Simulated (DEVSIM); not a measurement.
**Schottky contact on p-type GaAs**

Structure: Schottky contact on p-type GaAs, at 300 K.

```csv
layer (left to right),material,thickness (μm),Na (cm⁻³),τn (s),τp (s)
1,GaAs,3.30,2.8e15,7.8e-10,7.8e-10
```

Left contact: Schottky, work function 4.544 eV, emission velocity 4.1e6 cm/s. Right contact: ohmic. Voltage is applied to the left contact. Recombination: SRH at mid-gap, Auger. Mobility is μmin + (μ − μmin)/(1 + (N/Nref)^α).

This is a model device: material constants are rounded textbook-type values typed into the input, and sizes, dopings and lifetimes were drawn at random. Values at 300 K.

| parameter | GaAs |
|---|---|
| gap (eV) | 1.424 |
| affinity (eV) | 4.07 |
| permittivity | 12.9 |
| Nc (cm⁻³) | 4.7e17 |
| Nv (cm⁻³) | 9e18 |
| μn (cm²/Vs) | 8500 |
| μp (cm²/Vs) | 400 |
| μn,min | 500 |
| μp,min | 20 |
| Nref,n | 6e16 |
| Nref,p | 1.5e17 |
| αn | 0.39 |
| αp | 0.38 |
| Cn (cm⁶/s) | 1e-30 |
| Cp (cm⁶/s) | 1e-30 |

Model (solved in DEVSIM): 1D drift-diffusion, Boltzmann statistics, complete ionisation; no tunnelling, impact ionisation, image-force lowering or self-heating. Metal contacts follow the ideal Schottky-Mott rule: no Fermi-level pinning, no interface dipoles.

```json
{
  "potential_step_across_the_device_at_zero_bias": "0.741 V",
  "largest_field_in_the_device_at_zero_bias": "24000 V/cm",
  "Dark forward voltage at 1 A/cm²": "0.571 V",
  "Dark forward voltage at 100 A/cm²": "0.922 V"
}
```

Dark reverse current:

```csv
V (V),J (A/cm²)
0.40,4.8e-9
1.00,9.3e-9
2.00,1.5e-8
3.00,2.0e-8
4.00,2.4e-8
6.00,3.1e-8
8.00,3.7e-8
10.00,4.2e-8
13.00,4.9e-8
16.00,5.6e-8
20.00,6.3e-8
```

Dark forward current:

```json
[
 {"V (V)": "-0.05", "J (A/cm²)": "-4.2e-9"},
 {"V (V)": "-0.10", "J (A/cm²)": "-2.5e-8"},
 {"V (V)": "-0.20", "J (A/cm²)": "-9.6e-7"},
 {"V (V)": "-0.25", "J (A/cm²)": "-6.3e-6"},
 {"V (V)": "-0.35", "J (A/cm²)": "-0.00028"},
 {"V (V)": "-0.40", "J (A/cm²)": "-0.0019"},
 {"V (V)": "-0.50", "J (A/cm²)": "-0.080"},
 {"V (V)": "-0.55", "J (A/cm²)": "-0.49"},
 {"V (V)": "-0.65", "J (A/cm²)": "-9.0"},
 {"V (V)": "-0.70", "J (A/cm²)": "-21"},
 {"V (V)": "-0.75", "J (A/cm²)": "-36"},
 {"V (V)": "-0.85", "J (A/cm²)": "-72"},
 {"V (V)": "-0.90", "J (A/cm²)": "-92"},
 {"V (V)": "-1.00", "J (A/cm²)": "-130"},
 {"V (V)": "-1.05", "J (A/cm²)": "-150"},
 {"V (V)": "-1.15", "J (A/cm²)": "-200"},
 {"V (V)": "-1.20", "J (A/cm²)": "-220"},
 {"V (V)": "-1.30", "J (A/cm²)": "-260"},
 {"V (V)": "-1.35", "J (A/cm²)": "-280"},
 {"V (V)": "-1.40", "J (A/cm²)": "-300"},
 {"V (V)": "-1.50", "J (A/cm²)": "-350"},
 {"V (V)": "-1.55", "J (A/cm²)": "-370"},
 {"V (V)": "-1.65", "J (A/cm²)": "-410"},
 {"V (V)": "-1.70", "J (A/cm²)": "-440"},
 {"V (V)": "-1.80", "J (A/cm²)": "-480"},
 {"V (V)": "-1.85", "J (A/cm²)": "-500"},
 {"V (V)": "-1.95", "J (A/cm²)": "-550"},
 {"V (V)": "-2.00", "J (A/cm²)": "-570"}
]
```
